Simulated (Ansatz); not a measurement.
Start from TaN (space group P6/mmm, No. 191; a = 5.2017 Å, c = 2.9061 Å).

Now apply this change: cell and atoms relaxed at a pressure of 5 GPa.

Levels (all Ansatz, an electronic-structure program, PAW): PBEsol (420 eV, spin-orbit coupling left out); PBEsol+SOC (420 eV, noncollinear with spin-orbit coupling).

The geometry is relaxed with PBEsol.

| Property | Result |
|---|---|
| PBEsol pressure | 5.0 GPa |

### Question
Predict the pressure from PBEsol+SOC.

### Answer
The pressure falls by 0.3 GPa (5.0 GPa → 4.7 GPa).

Single points use the geometry relaxed with PBEsol. The spin-orbit shifts are approximate. Load acts through the strain it causes; cell and atoms are relaxed under it. Whether these cells are dynamically stable was not tested. No other phases were tried under pressure. The runs without spin-orbit coupling are not spin-polarised. This is not the structure that TaN has at room temperature and ambient pressure.
